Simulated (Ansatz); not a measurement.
Base system: PtS (space group P4_2/mmc, No. 131).

```yaml
crystal:
  lattice:
    - [3.47500, 0.00000, 0.00000]
    - [0.00000, 3.47500, 0.00000]
    - [0.00000, 0.00000, 6.06745]
  atoms:
    - { symbol: Pt, position: [0.50000, 0.00000, 0.50000] }
    - { symbol: Pt, position: [0.00000, 0.50000, 0.00000] }
    - { symbol: S, position: [0.00000, 0.00000, 0.75000] }
    - { symbol: S, position: [0.00000, 0.00000, 0.25000] }
```

Cartesian axes are those of the cell as printed.

Levels (all Ansatz, a program for electronic structure, PAW): PBEsol (420 eV, without spin-orbit coupling); r2SCAN (500 eV, no SOC).

Its gap is 0.52 eV with PBEsol and 0.89 eV with r2SCAN.

Now apply this change: the symmetric strain tensor [-0.0124 -0.0037 -0.0017; -0.0037 -0.0077 0.0051; -0.0017 0.0051 -0.0018], atoms relaxed at fixed cell.

With PBEsol the gap becomes 0.58 eV.

Problem. If the r2SCAN correction stayed the same, what would the r2SCAN gap be, and what does the r2SCAN run give?

Solution. A rigid correction of +0.37 eV gives 0.95 eV. The r2SCAN run gives 0.94 eV, so the two effects roughly add.

Single points use the geometry relaxed with PBEsol. Spin-orbit coupling, missing from the scalar runs, can matter with Pt. Whether these cells are dynamically stable was not tested.
